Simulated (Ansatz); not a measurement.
Cubic perovskite KMgF3, treated with HSE06 (Ansatz, a program for electronic structure, plane waves, PAW).

Settings: plane-wave cutoff 460 eV, 6×6×6 k mesh, Fermi–Dirac smearing 0.01 eV, scalar-relativistic PAW data made under PBE.

The cell has the measured lattice parameters. Conventional cell: a = 3.9897 Å, b = 3.9897 Å, c = 3.9897 Å, α = 90.00°, β = 90.00°, γ = 90.00°.

```
KMgF3
1.0
    3.98970     0.00000     0.00000
    0.00000     3.98970     0.00000
    0.00000     0.00000     3.98970
K Mg F
1 1 3
Direct
  0.00000   0.00000   0.00000
  0.50000   0.50000   0.50000
  0.50000   0.00000   0.50000
  0.00000   0.50000   0.50000
  0.50000   0.50000   0.00000
```

### Question
List the 18 lowest band energies at Γ above −25 eV (eV, relative to the valence band maximum), grouping those that round alike.

### Answer
At Γ: -21.67, -21.01 (×2), -9.19 (×3), -2.46 (×3), -0.66 (×3), -0.30 (×3), 9.55, 12.41 (×2).

Note: the run warned that its exchange threshold was loose for the stress; cell and atoms aren't relaxed at this level (pressure 0.9 GPa).
